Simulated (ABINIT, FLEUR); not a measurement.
An ABINIT input for a self-consistent single point of GaAs (F-43m, 2 atoms in the cell) (DFT, PBE, plane waves, norm-conserving pseudopotentials (PseudoDojo nc-sr-05 PBE standard)):

```
# GaAs, PseudoDojo nc-sr-05 PBE standard
pp_dirpath "./"
pseudos "Ga.upf, As.upf"
acell 7.6858067029 7.6858067029 7.6858067029
rprim
        -0.0000000000    0.7071067812    0.7071067812
         0.7071067812   -0.0000000000    0.7071067812
         0.7071067812    0.7071067812   -0.0000000000
natom 2
ntypat 2
znucl 31 33
typat 1 2
xred
         0.0000000000    0.0000000000    0.0000000000
         0.2500000000    0.2500000000    0.2500000000
ecut 84 Ry
occopt 7
tsmear 0.00734986
nband 19
kptopt 1
ngkpt 7 7 7
nshiftk 1
shiftk 0 0 0
nstep 60
toldfe 1.0e-09
prtwf 0
prtden 0
enunit 1
```

Write the same calculation as an input for FLEUR.

This is the input that was run; spellings and numerical settings could be chosen otherwise.

Input of the input generator:

```
GaAs
&input film=f /
-0.0000000000 5.4346860385 5.4346860385
5.4346860385 -0.0000000000 5.4346860385
5.4346860385 5.4346860385 -0.0000000000
1.0
1.0 1.0 1.0

2
31 0.0000000000 0.0000000000 0.0000000000
33 0.2500000000 0.2500000000 0.2500000000

&comp jspins=1 /
&kpt div1=7 div2=7 div3=7 /
&end /
```

```xml
<?xml version="1.0" encoding="UTF-8" standalone="no"?>
<fleurInput fleurInputVersion="0.39">
   <comment>
      GaAs                                                                                                
   </comment>
   <calculationSetup>
      <cutoffs Kmax="3.5" Gmax="14.0" GmaxXC="14.0" numbands="0"/>
      <scfLoop itmax="80" minDistance="0.00001" maxIterBroyd="25" imix="Anderson" alpha="0.05" precondParam="0.0" spinf="2.0"/>
      <coreElectrons ctail="T" frcor="F" kcrel="0" coretail_lmax="0"/>
      <xcFunctional name="pbe" relativisticCorrections="F"/>
      <magnetism jspins="1"/>
      <soc l_soc="F" theta="0.0" phi="0.0" spav="F"/>
      <expertModes spex="0" secvar="F"/>
      <geometryOptimization l_f="T" forcealpha="1.0" forcemix="BFGS" epsdisp="0.00001" epsforce="0.00001"/>
      <ldaU l_linMix="F" mixParam="0.05" spinf="1.0"/>
   </calculationSetup>
   <cell>
      <bzIntegration valenceElectrons="28.0" mode="gauss" fermiSmearingEnergy="0.00734986">
         <kPointListSelection listName="default-1"/>
         <!-- k-points included here -->
         <xi:include xmlns:xi="http://www.w3.org/2001/XInclude" href="kpts.xml"> </xi:include>
      </bzIntegration>
      <!-- symmetry operations included here -->
      <xi:include xmlns:xi="http://www.w3.org/2001/XInclude" href="sym.xml"> </xi:include>
      <bulkLattice scale="1.0">
         <bravaisMatrix>
            <row-1>    0.0000000000000000     5.4346860384999998     5.4346860384999998</row-1>
            <row-2>    5.4346860384999998     0.0000000000000000     5.4346860384999998</row-2>
            <row-3>    5.4346860384999998     5.4346860384999998     0.0000000000000000</row-3>
         </bravaisMatrix>
      </bulkLattice>
   </cell>
   <atomSpecies>
      <species name="Gallium (Ga)" element="Ga" atomicNumber="31">
         <mtSphere radius="2.24" gridPoints="773" logIncrement="0.016"/>
         <atomicCutoffs lmax="8" lnonsphr="6"/>
         <electronConfig flipSpins="F">
            <coreConfig>(1s1/2) (2s1/2) (2p1/2) (2p3/2) (3s1/2) (3p1/2) (3p3/2)</coreConfig>
            <valenceConfig>(4s1/2) (3d3/2) (3d5/2) (4p1/2) (4p3/2)</valenceConfig>
            <stateOccupation state="(4p1/2)" spinUp="0.1666666666667" spinDown="0.1666666666667"/>
            <stateOccupation state="(4p3/2)" spinUp="0.3333333333333" spinDown="0.3333333333333"/>
         </electronConfig>
         <energyParameters s="4" p="4" d="3" f="4"/>
         <lo type="HELO" l="2" n="4" eDeriv="0"/>
      </species>
      <species name="Arsenic (As)" element="As" atomicNumber="33">
         <mtSphere radius="2.24" gridPoints="773" logIncrement="0.016"/>
         <atomicCutoffs lmax="8" lnonsphr="6"/>
         <electronConfig flipSpins="F">
            <coreConfig>(1s1/2) (2s1/2) (2p1/2) (2p3/2) (3s1/2) (3p1/2) (3p3/2)</coreConfig>
            <valenceConfig>(4s1/2) (3d3/2) (3d5/2) (4p1/2) (4p3/2)</valenceConfig>
            <stateOccupation state="(4p1/2)" spinUp="0.5" spinDown="0.5"/>
            <stateOccupation state="(4p3/2)" spinUp="1.0" spinDown="1.0"/>
         </electronConfig>
         <energyParameters s="4" p="4" d="3" f="4"/>
         <lo type="HELO" l="2" n="4" eDeriv="0"/>
      </species>
   </atomSpecies>
   <atomGroups>
      <atomGroup species="Gallium (Ga)">
         <relPos label="                   1">.0000000000 .0000000000 .0000000000</relPos>
         <force calculate="T" relaxXYZ="TTT"/>
      </atomGroup>
      <atomGroup species="Arsenic (As)">
         <relPos label="                   2">1.000/4.000 1.000/4.000 1.000/4.000</relPos>
         <force calculate="T" relaxXYZ="TTT"/>
      </atomGroup>
   </atomGroups>
   <output dos="F" band="F" slice="F">
      <checks vchk="F" cdinf="F"/>
      <bandDOS minEnergy="-.5*Htr" maxEnergy="0.5*Htr" sigma="0.015" storeEVData="T"/>
      <vacuumDOS vacdos="F" integ="F" star="F" nstars="0" locx1="0.0" locy1="0.0" locx2="0.0" locy2="0.0" nstm="0" tworkf="0.0"/>
      <unfoldingBand unfoldBand="F" supercellX="1" supercellY="1" supercellZ="1"/>
      <plotting iplot="0" polar="F">
         <plot TwoD="T" vec1="  1.0  0.0  0.0" vec2="  0.0  1.0  0.0" vec3="  0.0  0.0  1.0" zero="  0.0  0.0  0.0" file="plot"/>
      </plotting>
      <chargeDensitySlicing numkpt="0" minEigenval="0.0" maxEigenval="0.0" nnne="0" pallst="F"/>
      <specialOutput eonly="F"/>
      <magneticCircularDichroism mcd="F" energyLo="-10.0" energyUp="0.0"/>
   </output>
  <!-- We include the file relax.xml here to enable relaxations (see documentation) -->
  <xi:include xmlns:xi="http://www.w3.org/2001/XInclude" href="relax.xml"> <xi:fallback/> </xi:include>
</fleurInput>
```

Basis settings and potentials, where a program has them, do not carry over. This input uses DFT, PBE, all-electron FLAPW (FLEUR), scalar-relativistic valence.

The starting cell comes from a database of computed structures (which also holds hypothetical and non-ambient phases and stackings), without a prior relaxation at this level. Its lattice was rescaled by a random factor within 2.5 % of one. For this run, on top of that: lattice scaled by 0.98.
